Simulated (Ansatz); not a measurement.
Effect of isotropic strain +0.50 % on BeSe

The reference is BeSe in the zinc blende structure (space group F-43m, No. 216; a = 5.082 Å).

It is then changed as follows: the cell is scaled by 1.0050 in all directions; the atoms relax in the strained cell.

Level of theory: LDA (Ansatz, a first-principles code; PAW; 420 eV plane waves; no spin-orbit coupling). Γ-centred 11×11×11 mesh, Fermi–Dirac width 0.05 eV.

The space group stays F-43m (No. 216) and the shortest interatomic distance goes up by 0.011 Å (2.200 Å → 2.211 Å). The energy rises by 1.0 meV/atom and the pressure decreases by 1.22 GPa to -1.23 GPa. The band gap grows by 0.03 eV (2.40 eV → 2.43 eV) and the gap character remains indirect, Γ → X. The smallest direct gap decreases by 0.11 eV to 4.32 eV and the width of the top valence band drops by 0.07 eV (3.50 eV → 3.43 eV). The electron mass becomes 0.84 mₑ along k, 0.26 mₑ across (at X) (base: 0.83 mₑ along k, 0.26 mₑ across (at X)) and the hole mass (degenerate bands, along [100]) is still 0.24, 0.45, 0.45 mₑ (at Γ).

Final structure:

```yaml
crystal:
  lattice:
    - [0.00000, 2.55352, 2.55352]
    - [2.55352, 0.00000, 2.55352]
    - [2.55352, 2.55352, 0.00000]
  atoms:
    - { symbol: Be, position: [0.00000, 0.00000, 0.00000] }
    - { symbol: Se, position: [0.25000, 0.25000, 0.25000] }
```

Masses are band curvatures over ±0.01 Å⁻¹ around the edge. Along k means along the line from Γ to the band edge. Stability against distortions was not tested.
